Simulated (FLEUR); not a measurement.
**Several settings converged on Cs (Im-3m, 1 atom in the cell)**

```yaml
crystal:
  lattice:
    - [-3.03475, 3.03475, 3.03475]
    - [3.03475, -3.03475, 3.03475]
    - [3.03475, 3.03475, -3.03475]
  atoms:
    - { symbol: Cs, position: [0.00000, 0.00000, 0.00000] }
```

Base method: PBEsol, all-electron FLAPW (FLEUR), scalar-relativistic valence run with FLEUR.

Base settings: Kmax = 3.8 1/bohr; GmaxXC = 15.2 1/bohr; xcFunctional = PBEs; jspins = 1; l_soc = F; mode = hist; fermiSmearingEnergy = 0.00367493 Htr; mesh (inpgen div1-3) = 4 4 4; inpgen gamma flag = true; Gmax = 15.2 1/bohr.

**The k-point mesh at a smearing width of 0.05 eV**

In this ladder: fermiSmearingEnergy = 0.00183747 Htr. Moved along: kpt_gamma.

The second cell is the first with its lattice scaled by 0.98.

Only quantities that move along the ladder and can be compared are tabulated.

| kpt_div | free energy less the last step's (meV/atom) | energy of the compressed cell less the first (meV/atom) |
|---|---|---|
| 5 5 5 | -7.47 | -0.49 |
| 6 6 6 | 8.68 | 0.46 |
| 7 7 7 | -2.34 | 0.07 |
| 9 9 9 | -1.79 | 0.07 |
| 12 12 12 | 0.90 | 0.19 |
| 18 18 18 | 0.00 | 0.10 |

Coarsest kpt_div that holds the free energy within 5 meV/atom of the last step, with all finer ones: 7 7 7; the step before is off by 8.7 meV/atom.

Coarsest kpt_div that holds the energy of the compressed cell less the first within 0.2 meV/atom of the last step, with all finer ones: 7 7 7; the step before is off by 0.35 meV/atom.

The energy difference between the two cells stays within 1 meV/atom of the last step's from 5 5 5 on, the total only from 12 12 12 on: much of the error is common to both cells and cancels.

**The width of Gaussian smearing**

In this ladder: mode = gauss; kpt_div = 7 7 7; kpt_gamma = false.

Narrow widths need finer meshes than wide ones, so the last steps can hold mesh noise.

Only quantities that move along the ladder and can be compared are tabulated; pressure and forces are left out, as mesh noise rules them at narrow widths.

| fermiSmearingEnergy | total energy (no entropy term) less the last step's (meV/atom) |
|---|---|
| 0.0367493 Htr | 266.57 |
| 0.0183747 Htr | 67.75 |
| 0.0110248 Htr | 23.08 |
| 0.00734986 Htr | 8.57 |
| 0.00367493 Htr | 1.60 |
| 0.00183747 Htr | 0.00 |

Widest fermiSmearingEnergy that holds the total energy (no entropy term) within 5 meV/atom of the last step, with all finer ones: 0.00367493 Htr; the step before is off by 8.6 meV/atom.

On the base run: the starting cell has typed, rounded lattice constants, without a prior relaxation at this level. Its lattice was rescaled by up to half a per cent. Values depend on the basis (sphere radii, cutoffs, local orbitals), which need not be converged.

Left out of this page: 2 runs of the series outside the window shown, repeating another row's setting, or not comparable; 2 runs of the series failed or unconverged.
